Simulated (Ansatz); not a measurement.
## A computed series for InAs: response to strain

Take InAs in the zinc blende structure (space group F-43m, No. 216) as the base.

```xyz
2
Lattice="0.0000 3.0436 3.0436 3.0436 0.0000 3.0436 3.0436 3.0436 0.0000" Properties=species:S:1:pos:R:3 pbc="T T T"
In     0.0000     0.0000     0.0000
As     1.5218     1.5218     1.5218
```

Cartesian axes are those of the cell as printed.

Strains are applied to the cell and any free atomic positions relax.

All numbers come from PBEsol (Ansatz, a quantum-chemistry and plane-wave program), scalar-relativistic without spin-orbit coupling.

Notes on the quantities. energy relative to the base: free energy F.

```tsv
variant	energy relative to the base	volume per atom
base	0 meV/atom	28.20 Å³
tensor shear ε_xy = +1.71 %	+3.6 meV/atom	28.19 Å³
tensor shear ε_xy = +0.57 %	+0.4 meV/atom	28.19 Å³
tensor shear ε_xy = +0.29 %	+0.1 meV/atom	28.20 Å³
tensor shear ε_xy = +2.00 %	+4.9 meV/atom	28.18 Å³
tensor shear ε_xy = +0.86 %	+0.9 meV/atom	28.19 Å³
tensor shear ε_xy = +1.43 %	+2.5 meV/atom	28.19 Å³
tensor shear ε_xy = +1.14 %	+1.6 meV/atom	28.19 Å³
```

Whether these cells are dynamically stable was not tested. The final runs are not spin-polarised.
